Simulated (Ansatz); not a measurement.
# Ti3Al: response to strain

Base system: Ti3Al (space group P6_3/mmc, No. 194).

```
CELL_PARAMETERS angstrom
      5.74712     0.00000     0.00000
     -2.87356     4.97715     0.00000
      0.00000     0.00000     4.63151
ATOMIC_POSITIONS crystal
  Ti 0.82982 0.65965 0.25000
  Ti 0.17018 0.82982 0.75000
  Ti 0.34035 0.17018 0.25000
  Ti 0.17018 0.34035 0.75000
  Ti 0.82982 0.17018 0.25000
  Ti 0.65965 0.82982 0.75000
  Al 0.33333 0.66667 0.25000
  Al 0.66667 0.33333 0.75000
```

Cartesian axes are those of the cell as printed.

Strains are applied to the cell and any free atomic positions relax; under biaxial strain the out-of-plane vector relaxes too.

Calculations: DFT with r2SCAN, PAW potentials and a 500 eV plane-wave cutoff in Ansatz (an electronic-structure program), no spin-orbit coupling.

Candidates:
(a) strain tensor (xx, yy, zz, yz, xz, xy) = (+0.54, +0.55, +2.09, −0.54, +2.08, +0.13) %
(b) isotropic strain −3.43 %
(c) biaxial strain +1.34 %, plane normal [001], relaxed out of plane
(d) uniaxial strain ε_yy = −1.31 %

Notes on the quantities. energy relative to the base: free energy F.

Q: Order them by energy relative to the base, highest first.

A: (b) isotropic strain −3.43 % (+73 meV/atom), (a) strain tensor (xx, yy, zz, yz, xz, xy) = (+0.54, +0.55, +2.09, −0.54, +2.08, +0.13) % (+13 meV/atom), (c) biaxial strain +1.34 %, plane normal [001], relaxed out of plane (+4.6 meV/atom), (d) uniaxial strain ε_yy = −1.31 % (+1.8 meV/atom)

Whether these cells are dynamically stable was not tested. All final runs are without spin polarisation.
